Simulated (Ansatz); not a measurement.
Defect migration in corundum: O vacancy, charge state +2. The step: a nearby O atom hops onto the vacant site; the atom moves 2.32 Å along (-0.56, -0.28, 0.00) of the unit cell; the moving atom starts with neighbours Al at 1.89, Al at 1.95, Al at 1.99, Al at 2.00; O at 2.43 Å and ends with Al at 1.89, Al at 1.95, Al at 1.99, Al at 2.00; O at 2.43 Å. A PBE band in Ansatz (plane-wave PAW, the Γ point alone, 120 host sites, 22 SCF runs with any check of the saddle's order, static, no finite-size correction) gives a forward barrier of 0.88 eV. The saddle point's order was not checked, and it lies on a symmetry element of the cell, where a band can be held. The charge state is imposed; whether it is stable for some Fermi level was not computed. Forms of the defect that were not tried may lie lower.

Single points at the band's start and saddle point can refine it. Rough cost of one point, in units of the band's mean SCF on the same machine:

```csv
Level,Cost of one point
"PBE, a 2×2×2 k-point mesh shifted by half a step along c",about 8
"r2SCAN at 500 eV, the Γ point alone",about 3
"HSE06, Γ point alone",about 20
```

Which of these move the barrier by more than 0.1 eV, and how far does each move it?

Not one does. PBE, a 2×2×2 k-point mesh shifted by half a step along c: +0.02 eV; r2SCAN at 500 eV, the Γ point alone: +0.01 eV; HSE06, Γ point alone: -0.04 eV. Each functional is compared with PBE at the same k-points.

Ansatz is a first-principles code.
